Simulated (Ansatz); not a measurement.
The parent structure is BaTiO₃ in the cubic perovskite structure (space group Pm-3m, No. 221; a = 3.994 Å).

The values are results of r2SCAN (Ansatz, an electronic-structure program; PAW; 500 eV plane waves; scalar-relativistic without spin-orbit coupling), earlier PAW set, not measurements.

One change was made to it. Results:

```
quantity                             base       after
-----------------------------  ----------  ----------
density                        6.08 g/cm³  6.18 g/cm³
band gap                          2.18 eV     3.74 eV
shortest interatomic distance     1.997 Å     2.102 Å
```

**Question.** What was done to the base?
A) Ti → Hf
B) Ti → Sc
C) Ti → Zr

**Answer.** C, Ti → Zr. For comparison, the band gap in the other runs: Ti → Sc gives zero; Ti → Hf gives 4.20 eV.

Other magnetic orders, which the real material may have, were not ruled out. With Hf present, leaving out spin-orbit coupling can change the band edges. Stability against distortions was not tested. For BaScO3 in this form, whether it has been made was not checked. Spin-polarised in the final run: BaScO3; the other runs are not. Many cubic perovskites are stable only at high temperature; tilts and polar distortions were not tested. This is not the structure that BaTiO3 has at room temperature and ambient pressure.
